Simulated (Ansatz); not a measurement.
Results of r²SCAN in Ansatz (PAW) for Ta3N5 (Cmcm, No. 63).

Run with plane-wave cutoff 560 eV, 10×10×4 k mesh (along the axes of the cell as run), Fermi–Dirac smearing 0.01 eV, scalar-relativistic PAW data made under PBE.

Cell (measured lattice):

Ta₃N₅ is taken in the orthorhombic space group Cmcm (No. 63), Pearson symbol oS32. Lattice parameters: a = 3.8862 Å, b = 10.2118 Å, c = 10.2624 Å, α = 90.00°, β = 90.00°, γ = 90.00°. Ta1 on 4c sees 6 N at 2.035–2.137 Å. Ta2 on 8f has 4 N at 1.954–2.039 Å and 2 N at 2.220–2.241 Å. N1 on 4c has 2 Ta at 2.057 Å and 2 Ta at 2.220 Å. N2 on 8f is surrounded by 3 Ta at 1.954–2.039 Å. N3 on 8f is surrounded by 2 Ta at 2.034 Å and 2 Ta at 2.137–2.241 Å. (Neighbours: up to the widest gap in distance over summed covalent radii, below 1.35, at either atom; cation-cation and far metal-metal contacts left out.)
(The calculation used a cell of 16 atoms; values per cell refer to that cell.)

Problem. Give the computed band gap, smallest direct gap on the k points sampled and direct gap at Γ.

Solution. 
* **band gap**: 1.55 eV
* **smallest direct gap on the k points sampled**: 1.81 eV
* **direct gap at Γ**: 1.83 eV

Measured, for comparison: band gap 2.18 eV (temperature not stated, not corrected to a static lattice, indirect, Tauc analysis with phonon absorption and emission, films; as tabulated in Eichhorn et al. (2021), doi:10.1039/d1ta05282a).

Note: cell and atoms aren't relaxed at this level (largest force component 0.24 eV/Å, pressure 1.0 GPa).

Spin–orbit coupling is not included.

Static lattice: no zero-point or thermal effects.

Ansatz is a quantum-chemistry and plane-wave program.
